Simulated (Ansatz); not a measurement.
```xyz
3
Lattice="0.0000 3.2719 3.2719 3.2719 0.0000 3.2719 3.2719 3.2719 0.0000" Properties=species:S:1:pos:R:3 pbc="T T T"
In     4.9079     4.9079     4.9079
In     1.6360     1.6360     1.6360
Au     0.0000     0.0000     0.0000
```

Method: PBEsol, DFPT electron-phonon coupling, linearised Boltzmann equation (plane waves, PAW, scalar-relativistic; Ansatz, a quantum-chemistry and plane-wave program). Geometry: relaxed with this functional, without spin-orbit coupling.

What phonon-limited resistivity does this give at 300 K?

7.9 μΩ·cm.

And the electrons' mean free path at that temperature?

15.5 nm, weighted by the current that each state carries. Wires not much wider than this gain resistivity from their walls.

A metal at this level (no band gap). Only scattering by harmonic phonons is included (no impurities, grain boundaries, electron-electron scattering or thermal expansion). Spin-orbit coupling is left out, which matters with elements this heavy. The run warned that the eigensolver left some states short of its tolerance. Halving the electron mesh (24x24x24) moves the resistivity by up to 8 % at 300 K, the mean free path by up to 3 %. Smearing 0.20 eV; phonons on a 4x4x4 q mesh, which this run doesn't test.

Formula and space group known from diffraction (Crystallography Open Database), not checked to be the room-temperature form: AuIn2 (Fm-3m).
